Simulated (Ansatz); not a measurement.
Output of an Ansatz run (abridged):

```
WARN ansatz: RAYON_NUM_THREADS=1 ignored (pool sized by the plan → 1); use --threads N
Pseudopotentials: kind: paw
Pseudopotential: Mo, paw, valence charge 14
Crystal: 1 atoms, lattice volume = 15.395 Å³
Basis set: ecut = 420.4159175005146 eV, 321 PW (Γ)
Bands: 11, of which v1, the nominal top of the filled ones, is band 7 counted from 1 (6 counted from 0)
Symmetry: 48 space group operations
Space group: Im-3m (ITA 229), of the structure as read, at distance tolerance 2.5e-5 Å
k-points: 120 of 3375
PAW frozen core: Mo, regenerated for the run's functional, and the local potential with it
Initial density: superposition of atomic densities (neutral atoms: chi_scale 0, normalization atom), corrected by the library's trained network
Initial wavefunctions: pseudopotential atomic-orbital guess
Eigensolver: davidson
Functional: x = slater, c = lda
SCF iter   1: F=—  HF=-4842.861417 eV  |F-HF|=—  |Δ(HF+E_count)|=         —  Δρ=7.04e-3  dr2=1.78e-3  ethr=1.77e-3  ⟨swp⟩=5.0  Hψ=7761  notcnv=0
all-band conjugate gradients solve this SCF's bands
preconditioner: auto → none
SCF iter   2: F=—  HF=-4842.861029 eV  |F-HF|=—  |Δ(HF+E_count)|=   3.88e-4  Δρ=3.45e-3  dr2=3.78e-4  ethr=1.27e-5  ⟨swp⟩=1.9  Hψ=2557  notcnv=0
SCF iter   3: F=—  HF=-4842.860979 eV  |F-HF|=—  |Δ(HF+E_count)|=   4.97e-5  Δρ=5.56e-4  dr2=3.47e-5  ethr=2.70e-6  ⟨swp⟩=3.0  Hψ=2164  notcnv=0
SCF iter   4: F=—  HF=-4842.860964 eV  |F-HF|=—  |Δ(HF+E_count)|=   1.49e-5  Δρ=1.01e-4  dr2=6.01e-7  ethr=2.48e-7  ⟨swp⟩=2.4  Hψ=2033  notcnv=0
SCF iter   5: F=—  HF=-4842.860964 eV  |F-HF|=—  |Δ(HF+E_count)|=   4.52e-8  Δρ=5.37e-5  dr2=1.78e-7  ethr=4.29e-9  ⟨swp⟩=2.0  Hψ=2166  notcnv=0
SCF iter   6: F=-4842.860964 eV  HF=-4842.860964 eV  |F-HF|=1.29e-8  |Δ(HF+E_count)|=   7.61e-8  Δρ=1.70e-5  dr2=1.63e-8  ethr=7.14e-10  ⟨swp⟩=4.0  Hψ=4170  notcnv=0
SCF 1 converged in 6 iterations: F = -4842.860964 eV  dr2 = 1.63e-8
SCF converged after 6 iterations
Free energy (F): -4842.860964 eV
Harris-Foulkes:  -4842.860964 eV  (|F-HF|=1.29e-8)
Internal energy: -4842.838575 eV  (E = F + TS)
E sigma→0 (E₀):  -4842.849770 eV
Entropy (-TS):   -0.022389 eV (-22.389 meV/atom)
Fermi energy:    21.155880 eV
--- Per-component energies (eV) ---
  E_band       = -53.067682
  E_kinetic    = 441.837759
  E_local      = -778.303084  (includes V_loc(G=0)·N_el)
  E_nonlocal   = 147.705285
  E_hartree    = 256.070232
  E_xc         = -182.685874
  E_vxc        = -229.005159  (∫ρ·V_xc dr)
  E_paw        = -3089.406651  (= ΣΔE_a)
  E_vpaw       = -147.440090  (= ΣTr[D̂ρ^β])
  E_aug_tail   = 0.000034  (compensation charges beyond the density's cutoff)
  E_ewald      = -1638.529092
  E_core_change = 0.472816  (= ΣΔE_core)
  E_smearing   = -0.022389  (= −TS)
  E_closure    = -0.000000  (closes the sum)
  Σ components = -4842.860964   (vs F -4842.860964, Δ=0.00e0)
--- Forces (eV/Å), atoms counted from 1 ---
  atom   1  Mo    -0.00000000     0.00000000     0.00000000
  max |Σ_I F_I| component: 3.29e-32 eV/Å
--- Stress (GPa, compression-positive) ---
       -5.885038       0.000000      -0.000000
       -0.000000      -5.885038       0.000000
        0.000000      -0.000000      -5.885038
  P = ⅓ Tr σ = -5.8850 GPa (-58.850 kbar)
  The stress holds the Pulay correction. Without it, at fixed plane waves, as pw.x and ABINIT print it: P = -5.8970 GPa
--- Band table (eV; the first three rows and the last of 120) ---
  k-point 0: bands = ["-39.9519", "-13.2251", "-13.2251", "-13.2251", "13.8990", "19.7939", "19.7939", "19.7939", "22.8468", "22.8468", "35.9361"]
  k-point 1: bands = ["-39.9399", "-13.2939", "-13.2462", "-13.2256", "14.0994", "19.6808", "19.7754", "19.9832", "22.6813", "22.8500", "36.0856"]
  k-point 2: bands = ["-39.9059", "-13.4857", "-13.3056", "-13.2272", "14.6556", "19.3767", "19.6873", "20.5395", "22.3692", "22.8703", "36.4018"]
  k-point 119: bands = ["-39.4738", "-14.2441", "-14.2316", "-14.2316", "15.6774", "15.7139", "24.9848", "24.9848", "25.1985", "30.0591", "30.7492"]
```

The structure:

```
CELL_PARAMETERS angstrom
     -1.56713     1.56713     1.56713
      1.56713    -1.56713     1.56713
      1.56713     1.56713    -1.56713
ATOMIC_POSITIONS crystal
  Mo 0.00000 0.00000 0.00000
```

Write an input that gives this output.

Other spellings and defaults could give the same log, and not every line can be read from it. The input that was run (DFT, LDA (PW92), plane waves, default PAW files made with PBE):

Ansatz 0.2 input:
```yaml
crystal:
  lattice:
    - [-1.56712500, 1.56712500, 1.56712500]
    - [1.56712500, -1.56712500, 1.56712500]
    - [1.56712500, 1.56712500, -1.56712500]
  atoms:
    - { symbol: Mo, position: [0.00000000, 0.00000000, 0.00000000] }
basis:
  ecutwfc: 30.9 Ry
kpoints:
  mp_grid:
    grid: [15, 15, 15]
hamiltonian:
  xc: lda
  pseudopotentials:
    kind: paw
scf:
  occupations:
    method: fermi_dirac
    width: 0.0073 Ry
output:
  forces: true
  eigenvalues: true
  stress: true
```

The starting cell has typed, rounded lattice constants, without a prior relaxation at this level. Its lattice was rescaled by up to half a per cent. Spin polarisation is off. With a pressure of about -6 GPa the cell is away from its equilibrium volume at this level. Ansatz's pressure includes its estimate of the finite-basis (Pulay) stress.

Ansatz is an electronic-structure program.
